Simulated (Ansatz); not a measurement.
Reference: Au (Fm-3m), PBEsol with spin-orbit coupling, rigid bands (plane waves, PAW; Ansatz, a program for electronic structure); geometry: cell and atoms relaxed with PBEsol.

Space group Fm-3m (No. 225); a = b = c = 4.083 Å, α = β = γ = 90.00°

```tsv
atom	site	symmetry	x	y	z
Au	4a	m-3m	0.0000	0.0000	0.0000
```
(The calculation used a cell of 1 atom; values per cell refer to that cell.)

The density of states at the Fermi level per atom is 0.30 states/eV and the drude plasma energy is 8.6 eV. The root-mean-square Fermi velocity is 12.7 ×10⁵ m/s and the resistivity times mean free path is 8.4 ×10⁻¹⁶ Ω·m².

Question: Replace Au by Ag on the same sites and relax. What happens?

Answer: Ag (Fm-3m): volume per atom 17.0 to 16.7 Å³; density of states at the Fermi level per atom falls (0.30 states/eV to 0.26 states/eV); Drude plasma energy rises (8.6 eV to 9.2 eV); root-mean-square Fermi velocity rises (12.7 ×10⁵ m/s to 14.3 ×10⁵ m/s); resistivity times mean free path stays about the same (8.4 ×10⁻¹⁶ Ω·m² to 8.4 ×10⁻¹⁶ Ω·m²).

Question: Swap Au for Rh, keeping the structure type. How do these values move?

Answer: Rh (Fm-3m): volume per atom 17.0 to 13.5 Å³; density of states at the Fermi level per atom rises (0.30 states/eV to 1.24 states/eV); Drude plasma energy rises (8.6 eV to 10.0 eV); root-mean-square Fermi velocity falls (12.7 ×10⁵ m/s to 6.4 ×10⁵ m/s); resistivity times mean free path falls (8.4 ×10⁻¹⁶ Ω·m² to 3.3 ×10⁻¹⁶ Ω·m²).

Moves up to 6 % count as about the same. Metals at this level; values at 300 K, both spins, means over directions. As a rough test of the mesh, the Fermi surface's area from every second k point differs by up to 4 %. The product of resistivity and mean free path takes one path for all states.
